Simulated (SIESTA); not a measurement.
Input and output of a self-consistent single point for CdHgSe₂ (Pmm2, 4 atoms in the cell) (SIESTA)

Level of theory: SIESTA with LDA PW92, numerical atomic orbitals DZP, PseudoDojo LDA standard norm-conserving potentials (rewritten from UPF to PSML).

The input file:

```
# files in the folder: Cd.psml Hg.psml Se.psml (PseudoDojo LDA standard)
SystemName  CdHgSe2
SystemLabel siesta

NumberOfAtoms                4
NumberOfSpecies              3
%block ChemicalSpeciesLabel
  1 48 Cd
  2 80 Hg
  3 34 Se
%endblock ChemicalSpeciesLabel
LatticeConstant              1.0 Ang
%block LatticeVectors
     4.342409000    0.000000000    0.000000000
     0.000000000    4.342409000    0.000000000
     0.000000000    0.000000000    6.128444000
%endblock LatticeVectors
AtomicCoordinatesFormat      Ang
%block AtomicCoordinatesAndAtomicSpecies
     2.171204500    2.171204500    3.114223975  1
     0.000000000    0.000000000    0.000000000  2
     0.000000000    2.171204500    1.550557616  3
     2.171204500    0.000000000    4.577886384  3
%endblock AtomicCoordinatesAndAtomicSpecies

XC.functional                LDA
XC.authors                   PW92
PAO.BasisSize                DZP
PAO.EnergyShift              0.01 Ry
MeshCutoff                   300 Ry
%block kgrid.MonkhorstPack
    6   0   0  0.0
    0   6   0  0.0
    0   0   4  0.0
%endblock kgrid.MonkhorstPack
OccupationFunction           MP
OccupationMPOrder            0
ElectronicTemperature        100.0 meV

MaxSCFIterations             150
SCF.Mixer.Method             Broyden
SCF.Mixer.Weight             0.2
SCF.Mixer.History            8
SCF.DM.Tolerance             1.0E-04
Diag.ParallelOverK           true
WriteForces                  true
```

The program printed (abridged):

```
reinit: Reading from file input.fdf

reinit: System Name: CdHgSe2
reinit: System Label: siesta

coor:   Atomic-coordinates input format  =     Cartesian coordinates
coor:                                          (in Angstroms)

siesta: Atomic coordinates (Bohr) and species
siesta:      4.10298   4.10298   5.88503  1        1
siesta:      0.00000   0.00000   0.00000  2        2
siesta:      0.00000   4.10298   2.93013  3        3
siesta:      4.10298   0.00000   8.65095  3        4

siesta: System type = bulk

initatomlists: Number of atoms, orbitals, and projectors:      4    74    79

siesta: ******************** Simulation parameters ****************************
redata: Spin configuration                          = none
redata: Time-Reversal Symmetry                      = T
redata: Number of Atomic Species                    =        3
redata: Mesh Cutoff                                 =   300.0000 Ry
redata: Net charge of the system                    =     0.0000 |e|
redata: Min. number of SCF Iter                     =        0
redata: Max. number of SCF Iter                     =      150
redata: SCF convergence failure will abort job
redata: SCF mix quantity                            = Hamiltonian
redata: Mix DM or H after convergence               =   F
redata: Recompute H after scf cycle                 =   F
redata: Mix DM in first SCF step                    =   T
redata: No kicks to SCF
redata: DM Mixing Weight for Kicks                  =     0.5000
redata: Require Harris convergence for SCF          =   F
redata: Harris energy tolerance for SCF             =     0.000100 eV
redata: Require DM convergence for SCF              =   T
redata: DM tolerance for SCF                        =     0.000100
redata: Require EDM convergence for SCF             =   F
redata: EDM tolerance for SCF                       =     0.001000 eV
redata: Require H convergence for SCF               =   T
redata: Hamiltonian tolerance for SCF               =     0.001000 eV
redata: Require (free) Energy convergence for SCF   =   F
redata: (free) Energy tolerance for SCF             =     0.000100 eV
redata: Using DFT-D3 dispersion                     =   F
redata: Using Saved Data (generic)                  =   F
redata: Method of Calculation                       = Diagonalization
redata: Electronic Temperature                      =  1160.4518 K
redata: Number of TDED substeps                     =        3
redata: Dynamics option                             = Single-point calculation
redata: Save all siesta data in one NC              =   F
redata: ***********************************************************************

%block SCF.Mixers
  Broyden
%endblock SCF.Mixers

%block SCF.Mixer.Broyden
  # Mixing method
  method broyden

  # Mixing options
  weight 0.2000
  weight.linear 0.2000
  weight.prime 0.2000
  history 8
%endblock SCF.Mixer.Broyden

DM_history_depth set to one: no extrapolation allowed by default for geometry relaxation
Size of DM history Fstack: 1
Total number of electrons:    72.000000
Total ionic charge:    72.000000

* ProcessorY, Blocksize:    1  64

* Orbital distribution balance (max,min):    74    74

k-point displ. along   1 input, could be:     0.00    0.50
k-point displ. along   2 input, could be:     0.00    0.50
k-point displ. along   3 input, could be:     0.00    0.50
 Kpoints in:           96 . Kpoints trimmed:           89

siesta: k-grid: Number of k-points = 89
siesta: k-points from Monkhorst-Pack grid
siesta: k-cutoff (effective) =    12.257 Ang
siesta: k-point supercell and displacements
siesta: k-grid:     6     0     0      0.000
siesta: k-grid:     0     6     0      0.000
siesta: k-grid:     0     0     4      0.000

diag: Algorithm                                     = D&C
diag: Parallel over k                               =   F
diag: Use parallel 2D distribution                  =   F
diag: Parallel block-size                           = 64
diag: Parallel distribution                         =     1 x     1
diag: Used triangular part                          = Lower
diag: Absolute tolerance                            =  0.100E-15
diag: Orthogonalization factor                      =  0.100E-05
diag: Memory factor                                 =  1.0000

superc: Internal auxiliary supercell:     3 x     3 x     3  =      27
superc: Number of atoms, orbitals, and projectors:    108   1998   2133

                        Single-point calculation

superc: Internal auxiliary supercell:     3 x     3 x     3  =      27
superc: Number of atoms, orbitals, and projectors:    108   1998   2133

outcell: Unit cell vectors (Ang):
        4.342409    0.000000    0.000000
        0.000000    4.342409    0.000000
        0.000000    0.000000    6.128444

outcell: Cell vector modules (Ang)   :    4.342409    4.342409    6.128444
outcell: Cell angles (23,13,12) (deg):     90.0000     90.0000     90.0000
outcell: Cell volume (Ang**3)        :    115.5611
new_DM -- step:     1
Initializing Density Matrix...

Attempting to read DM from file... Failed...
DM filled with atomic data:

InitMesh: MESH = 48 x 48 x 64 = 147456
InitMesh: Mesh cutoff (required, used) =   300.000   301.413 Ry

stepf: Methfessel-Paxton step function
       Using Hermite-Gauss polynomials of order  0

        iscf     Eharris(eV)        E_KS(eV)     FreeEng(eV)     dDmax    Ef(eV) dHmax(eV)
   scf:    1   -15768.721551   -15847.068817   -15847.083719  0.792659 -0.483842 48.447569
   scf:    2   -15915.694963   -15893.203249   -15893.204523  1.203126 -3.014299  9.624033
   scf:    3   -15896.971914   -15895.334805   -15895.336104  0.200298 -3.249078  4.498036
   scf:    4   -15896.058852   -15895.822624   -15895.823931  0.154818 -3.443077  0.821790
   scf:    5   -15895.831486   -15895.831986   -15895.833309  0.044110 -3.617587  0.301683
   scf:    6   -15895.837748   -15895.836000   -15895.837322  0.016790 -3.598703  0.095060
   scf:    7   -15895.836615   -15895.836338   -15895.837657  0.007846 -3.606304  0.018865
   scf:    8   -15895.836407   -15895.836377   -15895.837694  0.002761 -3.608243  0.005235
   scf:    9   -15895.836380   -15895.836379   -15895.837696  0.000305 -3.608075  0.001382
   scf:   10   -15895.836379   -15895.836379   -15895.837696  0.000084 -3.607970  0.001818
   scf:   11   -15895.836379   -15895.836379   -15895.837696  0.000051 -3.607996  0.001330
   scf:   12   -15895.836379   -15895.836379   -15895.837696  0.000041 -3.608021  0.000915

SCF Convergence by DM+H criterion
max |DM_out - DM_in|         :     0.0000410336
max |H_out - H_in|      (eV) :     0.0009150351
SCF cycle converged after 12 iterations

Using DM_out to compute the final energy and forces

siesta: E_KS(eV) =           -15895.8364

siesta: E_KS - E_eggbox =    -15895.8364

siesta: Atomic forces (eV/Ang):
     1    0.000000    0.000000   -0.353730
     2    0.000000    0.000000    0.089957
     3    0.000000   -0.000000   -0.038094
     4    0.000000   -0.000000    0.300386
   Tot    0.000000    0.000000   -0.001482
   Max    0.353730
   Res    0.136900    sqrt( Sum f_i^2 / 3N )
   Max    0.353730    constrained

Stress tensor Voigt[x,y,z,yz,xz,xy] (kbar):       49.59       41.74       52.01        0.00        0.00       -0.00
(Free)E + p*V (eV/cell)   -15899.2842
Target enthalpy (eV/cell)   -15895.8377

siesta: Program's energy decomposition (eV):
siesta: Ebs     =     -2602.797194
siesta: Eions   =     19909.750251
siesta: Ena     =      1847.082921
siesta: Ekin    =      7256.465365
siesta: Enl     =     -2523.797160
siesta: Eso     =         0.000000
siesta: Edftu   =         0.000000
siesta: DEna    =       128.595762
siesta: DUscf   =         7.326617
siesta: DUext   =         0.000000
siesta: Ex      =     -2498.951711
siesta: Ec      =      -202.807922
siesta: Exc     =     -2701.759634
siesta: Eharris =    -15895.836379
siesta: Etot    =    -15895.836379
siesta: FreeEng =    -15895.837696

siesta: Atomic forces (eV/Ang):
siesta:      1    0.000000    0.000000   -0.353730
siesta:      2    0.000000    0.000000    0.089957
siesta:      3    0.000000   -0.000000   -0.038094
siesta:      4    0.000000   -0.000000    0.300386
siesta: ----------------------------------------
siesta:    Tot    0.000000    0.000000   -0.001482

siesta: Stress tensor (static) (eV/Ang**3):
siesta:     0.030954   -0.000000    0.000000
siesta:    -0.000000    0.026054   -0.000000
siesta:     0.000000    0.000000    0.032464

siesta: Cell volume =        115.561102 Ang**3

siesta: Pressure (static):
siesta:                Solid            Molecule  Units
siesta:          -0.00032482         -0.00033167  Ry/Bohr**3
siesta:          -0.02982404         -0.03045254  eV/Ang**3
siesta:         -47.78337752        -48.79035550  kBar
```

The run converged in 12 iterations.

The starting cell comes from a database of computed structures (which also holds hypothetical and non-ambient phases and stackings), without a prior relaxation at this level. Its lattice was rescaled by up to half a per cent. One atom was moved a little off its site on purpose. Values carry the incompleteness of an atom-centred basis. With a pressure of about -5 GPa the cell is away from its equilibrium volume at this level. The run gives no clean gap (levels at the Fermi energy touch, overlap or are partly filled at this smearing), which alone does not show that the compound is a metal.

Cost on one core of a shared machine: roughly 50 s.
